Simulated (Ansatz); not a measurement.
The parent structure is InPd in the CsCl type structure (space group Pm-3m, No. 221; a = 3.248 Å; relaxed with 0.1 eV smearing).

Calculations: PBEsol in Ansatz (plane waves to 420 eV, PAW, scalar-relativistic without spin-orbit coupling).

Before the change:

- Pressure: 0.0 GPa

It is then changed as follows: an isotropic linear strain of +2.12 %, atoms relaxed at fixed cell.

Problem. What happens to the energy relative to the base?

Solution. The energy grows by 27 meV/atom.

Problem. What happens to the pressure?

Solution. The pressure goes from zero to -7.1 GPa.

No phonon test of stability was made. The final runs are not spin-polarised.

Ansatz is a quantum-chemistry and plane-wave program.
